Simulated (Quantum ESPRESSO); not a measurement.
# A series of runs on Li3CrO4 (Cmc2_1, 16 atoms in the cell)

```
CELL_PARAMETERS angstrom
      3.04586     4.02753     0.00000
     -3.04586     4.02753     0.00000
      0.00000     0.00000     6.23464
ATOMIC_POSITIONS crystal
  Li 0.74221 0.25875 0.75112
  Li 0.25779 0.74125 0.25112
  Li 0.25875 0.74221 0.75112
  Li 0.74125 0.25779 0.25112
  Li 0.22750 0.22750 0.01363
  Li 0.77250 0.77250 0.51363
  Cr 0.75241 0.75241 0.05901
  Cr 0.24759 0.24759 0.55901
  O  0.47456 0.02406 0.73591
  O  0.52544 0.97594 0.23591
  O  0.02406 0.47456 0.73591
  O  0.97594 0.52544 0.23591
  O  0.54549 0.54549 0.97666
  O  0.45451 0.45451 0.47666
  O  0.03970 0.03970 0.47525
  O  0.96030 0.96030 0.97525
```
Moments meant for the start (each program seeds them in its own way; μB, in the order of the atoms Li Li Li Li Li Li Cr Cr O O O O O O O O): 0.0 0.0 0.0 0.0 0.0 0.0 3.0 3.0 0.0 0.0 0.0 0.0 0.0 0.0 0.0 0.0.

Base run A: Quantum ESPRESSO with PBEsol+U, GBRV 1.5 ultrasoft (PBESOL) pseudopotentials, self-consistent single point.

Its settings: ecutwfc = 50 Ry; ecutrho = 400 Ry; occupations = smearing; smearing = gauss; degauss = 0.000734986 Ry; nspin = 2; K_POINTS = automatic 3 3 3 0 0 0; HUBBARD = atomic; U Cr-3d 3.7 eV; conv_thr = 1e-10 Ry; mixing_beta = 0.3.

The starting cell comes from a database of computed structures (which also holds hypothetical and non-ambient phases and stackings), without a prior relaxation at this level. Its lattice was rescaled by a random factor within 2.5 % of one. The magnetic order is the one reached from the typed start; others were not searched systematically. With U or open f shells several self-consistent states can exist. In the base run, with a pressure of about -7 GPa the cell is away from its equilibrium volume at this level.

ΔF is the free energy per atom less that of run A. 

```tsv
run	change	ΔF (meV/atom)	pressure (GPa)	largest force (eV/Å)	gap on the mesh (eV)	size of the net moment (μB/atom)	Hubbard energy (eV/atom)
A	base	0.00	-7.40	0.756	0.815	0.12	0.494
B	lattice scaled by 0.97	-6.4	5.49	0.945	0.894	0.12	0.500
C	lattice scaled by 0.97; ecutwfc: 50 Ry → 30 Ry; ecutrho: 400 Ry → 240 Ry	91.0	-8.52	0.945	0.875	0.12	0.502
D	lattice scaled by 0.985	-11.6	-1.65	0.240	0.861	0.12	0.497
E	lattice scaled by 0.985; ecutwfc: 50 Ry → 30 Ry; ecutrho: 400 Ry → 240 Ry	84.6	-14.94	0.273	0.848	0.12	0.499
F	lattice scaled by 1.015	26.0	-11.96	1.381	0.751	0.12	0.489
G	lattice scaled by 1.015; ecutwfc: 50 Ry → 30 Ry; ecutrho: 400 Ry → 240 Ry	121.7	-24.09	1.339	0.729	0.12	0.491
H	lattice scaled by 1.03	64.2	-15.50	1.905	0.667	0.12	0.483
I	lattice scaled by 1.03; ecutwfc: 50 Ry → 30 Ry; ecutrho: 400 Ry → 240 Ry	159.3	-27.07	1.842	0.659	0.12	0.485
J	ecutwfc: 50 Ry → 30 Ry; ecutrho: 400 Ry → 240 Ry	97.4	-20.25	0.725	0.803	0.12	0.496
```

Run G against A: The free energy goes up by 122 meV/atom, the pressure goes from -7.40 to -24.09 GPa, the largest force goes from 0.756 to 1.339 eV/Å, the gap on the mesh goes from 0.815 to 0.729 eV and the size of the net moment stays at 0.12 μB/atom.

Run F against A: The free energy rises by 26.0 meV/atom, the pressure goes from -7.40 to -11.96 GPa, the largest force goes from 0.756 to 1.381 eV/Å, the gap on the mesh goes from 0.815 to 0.751 eV and the size of the net moment stays at 0.12 μB/atom.
